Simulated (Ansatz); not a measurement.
TbFe2 (Fd-3m, No. 227; cell taken from a computed entry), treated with r²SCAN in Ansatz (PAW).

Run with plane-wave cutoff 500 eV, 14×14×14 k mesh, Fermi–Dirac smearing 0.1 eV, spin-polarised start, scalar-relativistic PAW data made under PBE.

Computed at the level's own relaxed cell.

### Question
Predict the equilibrium volume per atom.

### Answer

equilibrium volume per atom: 16.44 Å³/atom

Note: the magnetic order was assumed, not searched for or taken from measurement; the relaxation could not lower the start's symmetry, so the cell can be a saddle point above a distorted one; the 4f shell is treated without U or exact exchange, so its levels and filling can be wrong.

Spin–orbit coupling is not included.

Ansatz is a quantum-chemistry and plane-wave program.
